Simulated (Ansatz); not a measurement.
Al on the 1x1 (101) surface of tetragonal HfO2 (a metastable polymorph) (cut with top plane O), one in a 2x1 cell, energies for each (46.0 Å²). Energies are against an atom of fcc Al, without zero-point or thermal terms; each row is named by its start (#2, #3: further inequivalent places of a kind).

Host crystal: tetragonal HfO2, with a band gap (PBE, scalar-relativistic without spin-orbit coupling).

Calculation: PBE (plane waves to 420 eV, PAW; Ansatz, a first-principles code).

Slab: 37 atoms, 7.6 Å thick at the start under the adsorbate (thin: gaps and levels are the slab's own); k 3x3x1, smearing 0.01 eV, dipole-corrected; 16 atoms held, the rest relaxed; each run with such symmetry as its start has; spin-polarised, no spin-orbit, no U, no dispersion correction.

A negative adsorption energy means that the adsorbate is more stable on the surface than in its reference. Starts that drift may end in the same place. Heights count from the host atoms within 0.3 Å of the top one.

| starting site | E_ads (eV) | height (Å) | nearest host atom (Å) | bonded to | change of the vacuum step (eV) | lateral drift (Å) | moment (μB) |
|---|---|---|---|---|---|---|---|
| top O | 1.49 | 1.07 | O 1.77 | 2 Hf + O | -0.01 | 0.9 | 1.0 |
| top O #2 | 2.19 | 1.84 | O 1.88 | 2 Hf + O | 0.54 | 0.3 | 1.0 |
| top Hf | 2.08 | 1.89 | O 1.87 | Hf + O | 0.71 | 1.3 | 1.0 |
| over Hf at depth 1.0 Å | 2.09 | 1.59 | O 2.21 | Hf | 0.63 | 1.2 | 1.0 |
| over O at depth 1.5 Å | 1.49 | 1.08 | O 1.77 | 2 Hf + O | -0.01 | 1.2 | 1.0 |
| hollow beside Hf | 1.50 | 1.44 | O 1.83 | Hf + O | 0.52 | 1.9 | 1.0 |
| hollow Hf-Hf-O-O-O over O at depth 1.8 Å | 2.09 | 1.60 | O 2.22 | Hf | 0.62 | 0.7 | 1.0 |
| bridge Hf-O (span 2.0 Å) (the adsorbate broke or entered a bond of the host) | 1.77 | 1.65 | O 1.86 | Hf + O | 0.60 | 1.5 | 1.0 |
| bridge O-O (span 4.0 Å) | 1.50 | 1.45 | O 1.83 | Hf + O | 0.52 | 1.4 | 1.0 |
